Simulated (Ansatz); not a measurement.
CuO (model structure, started from the WC type, P-6m2, No. 187, 2 atoms in the cell): lattice constant a by level of theory

No measured value is used here.

```
level (code)         value (Å)
-------------------  ---------
PBE (Ansatz)             2.885
PBEsol (Ansatz)          2.831
PBE-D3(BJ) (Ansatz)      2.850
r²SCAN (Ansatz)          2.843
```

The crystal itself was run without spin with PBE, PBEsol, PBE-D3(BJ), r²SCAN; a magnetic state was not tried in these runs. PBE, PBEsol, PBE-D3(BJ), r²SCAN: the run has no spin polarisation, so it can have missed a magnetic state. Ansatz's density-functional and Hartree–Fock values are scalar-relativistic unless marked +SOC, with PAW data made under PBE.

A model structure was made by putting elements into a prototype or built by hand; it is no filed structure, need not be a known phase, and can be a saddle point held by its symmetry.

Ansatz is a program for electronic structure.
